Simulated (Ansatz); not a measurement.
# BaTe: isotropic strain −1.50 %

The parent structure is BaTe in the rock salt structure (space group Fm-3m, No. 225; a = 7.0644 Å).

Perturbation: an isotropic linear strain of −1.50 %, atoms relaxed at fixed cell.

The values are results of Ansatz (a program for electronic structure) PBE, spin-orbit coupling left out, not measurements. k-mesh 8×8×8 (Γ-centred); smearing 0.05 eV (Fermi–Dirac).

```tsv
quantity	base	changed	shift
volume per atom	44.07 Å³	42.12 Å³	-1.95 Å³
space group	Fm-3m (No. 225)	Fm-3m (No. 225)	–
shortest interatomic distance	6.675 bohr	6.575 bohr	-0.100 bohr
energy relative to the base (free energy F)	0 meV/atom	+8.4 meV/atom	+8.4 meV/atom
pressure	0.00 GPa	1.43 GPa	+1.43 GPa
band gap	1.66 eV	1.57 eV	-0.09 eV
gap character	indirect, Γ → X	indirect, Γ → X	–
smallest direct gap	2.01 eV	1.92 eV	-0.09 eV
mean gap deformation potential ΔEg/Δln V	–	+2.0 eV	–
width of the top valence band	1.02 eV	1.10 eV	+0.08 eV
electron mass	1.3 mₑ along k, 0.28 mₑ across (at X)	1.3 mₑ along k, 0.27 mₑ across (at X)	–
hole mass (degenerate bands, along [100])	0.16, 1.3, 1.3 mₑ (at Γ)	0.16, 1.3, 1.3 mₑ (at Γ)	–
valley order (the lowest conduction-band minima on the path, energy above the VBM, named in the base's zone)	X along ⟨100⟩ 1.66 eV; Γ 2.87 eV	X along ⟨100⟩ 1.57 eV; a point along ⟨110⟩, about 0.1 Å⁻¹ from Γ 3.00 eV; a point along ⟨111⟩, about 0.2 Å⁻¹ from Γ 3.00 eV	–
```

Cost of the whole job for the changed cell (relaxation, final SCF and bands): around 16 core-seconds (rough).

Spin-orbit coupling, missing from the scalar runs, can matter with Te. Masses are band curvatures over ±0.01 Å⁻¹ around the edge. Along k means along the line from Γ to the band edge. Whether these cells are dynamically stable was not tested.
